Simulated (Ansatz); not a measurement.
Structures of equal composition on the (0001) surface of hcp Ru: a layer of V in place of the second plane; a layer of V in place of the third plane. The slabs share one bottom face, and each structure is named by its start. These are constructed structures in small cells; real faces may alloy, dewet or reconstruct in larger ones, and not all known structures of the face are among them. Slabs of about 11 Å, Fermi-Dirac smearing of 0.1 eV. Bottom of the slabs: a bare face, its two planes held. Relaxed from the named starts with such symmetry as they have, on meshes of like density; energies extrapolated to zero smearing; spin only where a row says so; no spin-orbit coupling, no U. Brackets mark spin-polarised runs, whose order is one that fits the cell.

All values below come from PBE (plane waves to 420 eV, PAW; Ansatz, a program for electronic structure).

**Question.** Put the candidates in order of energy per 1x1 cell, lowest first, for PBE.

**Answer.** a layer of V in place of the second plane (0.000 eV [spin start, no net moment]), a layer of V in place of the third plane (0.352 eV [spin start, no net moment])
